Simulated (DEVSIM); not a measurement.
**Schottky contact on n-type Si**

Device: Schottky contact on n-type Si, at 350 K.

| layer (left to right) | material | thickness (μm) | Nd (cm⁻³) | τn (s) | τp (s) |
|---|---|---|---|---|---|
| 1 | Si | 0.400 | 5.5e16 | 0.00012 | 0.00012 |

Left contact: Schottky, work function 4.54 eV, emission velocity 1.8e6 cm/s. Right contact: ohmic. Voltage is applied to the left contact. Recombination: SRH at mid-gap, radiative. Mobility is constant in doping.

This is a model device: material constants are rounded textbook-type values typed into the input, and sizes, dopings and lifetimes were drawn at random. Values at 300 K; Nc and Nv go as T^1.5, mobilities as T to minus their exponent, the gap by Varshni's rule with the affinity fixed.

| parameter | Si |
|---|---|
| gap (eV) | 1.124 |
| affinity (eV) | 4.05 |
| permittivity | 11.7 |
| Nc (cm⁻³) | 2.86e19 |
| Nv (cm⁻³) | 3.1e19 |
| μn (cm²/Vs) | 1417 |
| μp (cm²/Vs) | 470 |
| T exponent of μn | 2.3 |
| T exponent of μp | 2.2 |
| B (cm³/s) | 4.7e-15 |
| Varshni α (eV/K) | 0.000473 |
| Varshni β (K) | 636 |

Simulated with DEVSIM: 1D drift-diffusion, Boltzmann statistics, complete ionisation; no tunnelling, impact ionisation, image-force lowering or self-heating. Metal contacts follow the ideal Schottky-Mott rule: no Fermi-level pinning, no interface dipoles.

```
Property                                            Value
---------------------------------------------  ----------
Potential step across the device at zero bias     0.294 V
Largest field in the device at zero bias       67000 V/cm
Dark forward voltage at 100 A/cm²                 0.144 V
```

Dark reverse current:

```
V (V)  J (A/cm²)
-----  ---------
-0.04      -0.65
-0.10      -0.86
-0.20      -0.89
-0.30      -0.90
-0.40      -0.90
-0.60      -0.90
-0.80      -0.90
-1.00      -0.90
-1.30      -0.90
-1.60      -0.91
-2.00      -0.91
```

Small-signal capacitance in reverse bias (quasi-static):

```json
[
 {"V (V)": "-0.04", "C (nF/cm²)": "122"},
 {"V (V)": "-0.1", "C (nF/cm²)": "112"},
 {"V (V)": "-0.2", "C (nF/cm²)": "99.1"},
 {"V (V)": "-0.3", "C (nF/cm²)": "89.9"},
 {"V (V)": "-0.4", "C (nF/cm²)": "82.9"},
 {"V (V)": "-0.6", "C (nF/cm²)": "72.7"},
 {"V (V)": "-0.8", "C (nF/cm²)": "65.5"},
 {"V (V)": "-1", "C (nF/cm²)": "60.1"},
 {"V (V)": "-1.3", "C (nF/cm²)": "54.0"},
 {"V (V)": "-1.6", "C (nF/cm²)": "49.5"},
 {"V (V)": "-2", "C (nF/cm²)": "44.9"}
]
```
